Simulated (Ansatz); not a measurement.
Consider TiC in the rock salt structure (space group Fm-3m, No. 225; a = 4.2609 Å; relaxed with 0.1 eV smearing).

All numbers come from LDA (Ansatz, a quantum-chemistry and plane-wave program, PAW, no spin-orbit coupling).

Before the change:

```
Item       Result
--------  -------
Pressure  0.0 GPa
```

One thing is altered: the cell is scaled by 1.0150 in all directions; the atoms relax in the strained cell.

Question: Predict the new pressure and energy relative to the base.

Answer: The pressure goes from zero to -11.5 GPa; the energy goes up by 16 meV/atom.

No phonon test of stability was made. All final runs are without spin polarisation.
